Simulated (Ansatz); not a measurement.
Response to strain in Pd

Start from Pd in the fcc (Cu type) structure (space group Fm-3m, No. 225; a = 3.910 Å; relaxed with 0.1 eV smearing). Axes: x, y, z lie along the cube axes.

Strains are applied to the cell and any free atomic positions relax; under biaxial strain the out-of-plane vector relaxes too.

All numbers come from Ansatz (an electronic-structure program) r2SCAN, no spin-orbit coupling.

Notes on the quantities. energy relative to the base: free energy F; pressure: mean of the normal stresses, compression positive.

```csv
case,volume per atom,energy relative to the base,pressure
base,14.95 Å³,0 meV/atom,0.0 GPa
"biaxial strain −3.00 %, plane normal [001], relaxed out of plane",14.72 Å³,+13 meV/atom,3.4 GPa
"biaxial strain −2.50 %, plane normal [001], relaxed out of plane",14.76 Å³,+8.8 meV/atom,2.7 GPa
"biaxial strain −2.00 %, plane normal [001], relaxed out of plane",14.80 Å³,+5.4 meV/atom,2.1 GPa
"biaxial strain −1.50 %, plane normal [001], relaxed out of plane",14.84 Å³,+2.9 meV/atom,1.5 GPa
"biaxial strain −1.00 %, plane normal [001], relaxed out of plane",14.88 Å³,+1.3 meV/atom,0.9 GPa
"biaxial strain −0.50 %, plane normal [001], relaxed out of plane",14.91 Å³,+0.3 meV/atom,0.4 GPa
```

Whether these cells are dynamically stable was not tested. The final runs are not spin-polarised. Pd has a high density of states at the Fermi level and may be magnetic at this level.
